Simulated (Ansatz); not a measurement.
## CdSe: transverse stress against strain

CdSe (wurtzite, P6_3mc, 28.132 Å³/atom at rest, c along z) under a strain ε along c (axis z), the other axes held. PBEsol in Ansatz, a plane-wave DFT program (PAW, default set), 420 eV, 9×9×5 Γ-centred mesh, Fermi-Dirac smearing 0.05 eV; ions are relaxed within the symmetry of each cell. Stress is positive for a compressed cell.

Here s stands for strain and y for stress xx.

| strain (%) | stress xx (GPa) |
|---|---|
| -1.20 | 0.47 |
| -0.60 | 0.22 |
| 0.00 | 0.00 |
| 0.60 | -0.21 |
| 1.20 | -0.42 |
| 3.00 | ? |

Fit y of the 5 rows that show it with a straight line. Means: s 0, y 0.012. About the means, the sum of products is -1.3260 and the sum of squares of s is 3.6000; the slope is their ratio. Least squares gives y = 0.012 - 0.3683·s. Residuals (row less fit): 0.016, -0.013, -0.012, -0.001, 0.010; standard error 0.015 (degrees of freedom: 3). The slope gives the elastic constant C13 = 37 ± 0.8 GPa.

Predict the withheld y at s = 3.00 from the fit, and compare with the calculation.

y = 0.012 - 0.3683 × 3.0 = -1.093 GPa. The calculation gives -0.99 GPa, 0.103 GPa above the prediction (7.1 % of the range of y in the table). The row lies outside the fitted rows, so this is an extrapolation. From the scatter of the fitted rows alone, a prediction at this place has a standard error of 0.029 GPa, so the miss is 3.6 times that.

One order more, fitted to all 11 runs of the series, follows each within 0.01, so the miss is the next term of a smooth law. Rows are the converged runs of the series near zero and its far end; series whose fitted rows scatter by over a few per cent of the range, as at a crossing or softening among them, aren't shown in this form. Most that stay on the fit to the last digits aren't either.
